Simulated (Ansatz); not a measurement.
Here is the system:

```
CuI
1.0
    4.23124     0.00000     0.00000
    2.11562     3.66436     0.00000
    2.11562    -1.22145     3.49476
I Cu
1 1
Cartesian
  4.23124   2.44291   0.88308
  0.00000   0.00000  -0.00939
```

No spin polarisation.

Method: DFT with r2SCAN, PAW potentials and a 500 eV plane-wave cutoff in Ansatz (an electronic-structure program), scalar-relativistic without spin-orbit coupling. Settings: 10×10×10 k-points, 0.05 eV Fermi–Dirac smearing.

**Question.** Predict the gap character, electron mass, pressure and valence-band top at Γ.

**Answer.** 
- Gap character: direct at Γ
- Electron mass: 0.17 mₑ out of plane, 0.19 mₑ in plane (at Γ)
- Pressure (mean of the normal stresses, compression positive): 3.5 kbar
- Valence-band top at Γ (three highest levels, from the VBM): 0.00, 0.00, -0.02 eV

Spin-orbit coupling, missing from the scalar runs, can matter with I. The cells carry an imposed strain or load. Effective masses come from finite differences of ±0.01 Å⁻¹. No phonon test of stability was made. The final runs are not spin-polarised. The cell was made from CuI in the zinc blende structure (space group F-43m, No. 216) by this change: biaxial strain −0.65 %, plane normal [111], relaxed out of plane.
